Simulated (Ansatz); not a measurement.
**BeS: band gap against strain**

BeS (zinc blende, F-43m, 14.156 Å³/atom at rest, cube axes along x, y and z) under a strain ε along a cube axis (axis z), the other axes held. PBEsol in Ansatz, a plane-wave DFT program (PAW, default set), 420 eV, 12×12×12 Γ-centred mesh, Fermi-Dirac smearing 0.05 eV; ions are relaxed within the symmetry of each cell. Gaps are the smallest over the k-mesh and a band path, without spin-orbit coupling; in all rows the valence edge lies at Γ and the conduction edge at about 1.3 Å⁻¹ from Γ.

Here s stands for strain and Eg for gap.

| strain (%) | gap (eV) |
|---|---|
| -3.00 | ? |
| -1.50 | 2.74 |
| -1.00 | 2.80 |
| -0.50 | 2.85 |
| 0.00 | 2.91 |

Taking a straight line for Eg over the 4 complete rows: Means: s -0.75000, Eg 2.825. About the means, the sum of products is 0.14000 and the sum of squares of s is 1.2500; the slope is their ratio. Least squares gives Eg = 2.909 + 0.1120·s. Residuals (row less fit): -0.001, 0.003, -0.003, 0.001; standard error 0.003 (degrees of freedom: 2). Over these rows the gap moves by 11 ± 0.3 eV per unit strain.

### Question
What does the fit predict for Eg at s = -3.00, and how far is the calculated value from it?

### Answer
Eg = 2.909 + 0.1120 × (-3.0) = 2.573 eV. The calculation gives 2.57 eV, which the fit meets to the printed digits. The row lies outside the fitted rows, so this is an extrapolation. The fitted rows scatter only by rounding.

Rows are the converged runs of the series near zero and its far end; series whose fitted rows scatter by over a few per cent of the range, as at a crossing or softening among them, aren't shown in this form. Most that stay on the fit to the last digits aren't either.
